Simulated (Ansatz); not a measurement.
Band structure of GaCuSeS (I2_12_12_1, 8 atoms in the cell).

```
CELL_PARAMETERS angstrom
     -2.73550     2.73909     5.43389
      2.73550    -2.73909     5.43389
      2.73550     2.73909    -5.43389
ATOMIC_POSITIONS crystal
  Ga 0.13037 0.88037 0.25000
  Ga 0.36963 0.61963 0.75000
  Cu 0.63620 0.38620 0.25000
  Cu 0.86380 0.11380 0.75000
  Se 0.25000 0.49201 0.24201
  Se 0.75000 0.00799 0.25799
  S  0.49942 0.25000 0.74942
  S  0.00058 0.75000 0.75058
```

Method of the run: PBEsol, PAW files made with PBE (plane waves; Ansatz, an electronic-structure program).

Settings: basis.ecutwfc = 420 eV; kpoints.mp_grid.grid = 3 3 3; hamiltonian.xc = pbesol; hamiltonian.pseudopotentials = {kind: paw} (the program's default PAW files); scf.occupations.method = fermi_dirac; scf.occupations.width = 0.02 eV; kpoints.band_path.npoints = 8.

The starting cell comes from a database of computed structures (which also holds hypothetical and non-ambient phases and stackings), without a prior relaxation at this level.

### Question
Predict the gap along the standard path and the places of the band edges.

### Answer
The gap along the path is 0.35 eV, direct at Γ to within 0.01 eV.

Levels in eV from the top of the valence band on the path, bands 51 to 58:
```
point     51     52     53     54    55    56    57    58
-----  -----  -----  -----  -----  ----  ----  ----  ----
Γ      -1.55  -0.12  -0.07   0.00  0.35  1.96  2.31  4.01
X      -1.35  -1.16  -0.67  -0.62  2.03  2.54  2.54  3.41
L      -0.93  -0.77  -0.70  -0.55  1.53  1.57  3.82  3.94
T      -0.86  -0.68  -0.61  -0.34  1.25  1.33  3.35  3.70
W      -0.89  -0.89  -0.56  -0.56  1.67  1.67  3.27  3.27
R      -1.32  -1.25  -0.96  -0.58  2.27  2.66  3.28  4.03
X1     -1.35  -1.16  -0.67  -0.62  2.03  2.54  2.54  3.41
Z      -1.18  -1.10  -1.09  -0.66  1.71  1.89  1.94  2.17
Y      -1.50  -1.12  -0.80  -0.45  2.06  2.42  2.43  3.63
S      -1.32  -1.23  -1.07  -0.49  2.23  2.60  3.25  4.05
```

Keys are those of Ansatz 0.2.
